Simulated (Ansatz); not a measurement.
CaZnF4 (I4₁/a, No. 88, 12 atoms in the cell; start COD 1529060)

All values below come from r²SCAN (Ansatz, an electronic-structure program, PAW).

Settings: plane-wave cutoff 560 eV, 10×10×10 k mesh, Fermi–Dirac smearing 0.01 eV, scalar-relativistic PAW data made under PBE.

Cell (relaxed at this level):

```yaml
crystal:
  lattice:
    - [-2.62814, 2.62814, 5.49321]
    - [2.62814, -2.62814, 5.49321]
    - [2.62814, 2.62814, -5.49321]
  atoms:
    - { symbol: Zn, position: [0.75000, 0.25000, 0.50000] }
    - { symbol: Zn, position: [0.00000, 0.00000, 0.00000] }
    - { symbol: Ca, position: [0.25000, 0.75000, 0.50000] }
    - { symbol: Ca, position: [0.50000, 0.50000, 0.00000] }
    - { symbol: F, position: [0.17022, 0.73119, 0.07997] }
    - { symbol: F, position: [0.84025, 0.42022, 0.93903] }
    - { symbol: F, position: [0.65122, 0.09025, 0.92003] }
    - { symbol: F, position: [0.48119, 0.90122, 0.06097] }
    - { symbol: F, position: [0.57978, 0.51881, 0.42003] }
    - { symbol: F, position: [0.90975, 0.82978, 0.56097] }
    - { symbol: F, position: [0.09878, 0.15975, 0.57997] }
    - { symbol: F, position: [0.26881, 0.34878, 0.43903] }
```

```
Quantity            Result
--------  ----------------
band gap  6.05 eV (direct)
```

Note: the relaxation could not lower the start's symmetry, so a distorted cell can lie lower.

Static lattice: no zero-point or thermal effects.

Computing time: roughly 5 core-minutes.
